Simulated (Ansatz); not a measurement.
The reference is Be in the hcp (Mg type) structure (space group P6_3/mmc, No. 194; a = 2.263 Å, c = 3.566 Å; relaxed with 0.1 eV smearing).

Level of theory: PBE (Ansatz, an electronic-structure program, PAW, spin-orbit coupling left out).

Strains are applied to the cell and any free atomic positions relax.

One change was made to it. Results:

The energy increases by 2.8 meV/atom; the pressure (mean of the normal stresses, compression positive) goes from zero to 3.9 GPa; the band gap stays zero.

Q: Which of these changes matches the shifts?
(A) isotropic strain −1.00 %
(B) isotropic strain +2.00 %
(C) isotropic strain −3.00 %
(D) isotropic strain +2.50 %
(E) isotropic strain −1.50 %

A: A, isotropic strain −1.00 %. For comparison, the energy relative to the base in the other runs: isotropic strain −1.50 % gives +6.4 meV/atom; isotropic strain +2.00 % gives +10 meV/atom; isotropic strain −3.00 % gives +26 meV/atom; isotropic strain +2.50 % gives +16 meV/atom.

No phonon test of stability was made.
